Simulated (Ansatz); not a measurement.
Base system: Y in the hcp (Mg type) structure (space group P6_3/mmc, No. 194; a = 3.6557 Å, c = 5.6788 Å).

All numbers come from Kohn–Sham DFT with the PBE functional, run in Ansatz (a first-principles code) with PAW and 420 eV plane waves, no SOC, earlier PAW set.

For the base:

| Quantity | Value |
|---|---|
| Magnetic state | not spin-polarised |
| Density | 4.49 g/cm³ |

Modification: every Y is replaced by Tb; the structure is relaxed again.

Question: What does the calculation give for the magnetic state after the change?

Answer: The magnetic state becomes ferromagnetic (base: not spin-polarised).

Question: What does the calculation give for the density after the change?

Answer: The density goes up by 3.63 g/cm³, from 4.49 g/cm³ to 8.12 g/cm³.

Other magnetic orders, which the real material may have, were not ruled out. The 4f electrons are in the valence with no U and their state was not checked, so volumes and moments can be off. Stability against distortions was not tested. Spin-polarised in the final run: Tb; the other runs are not.
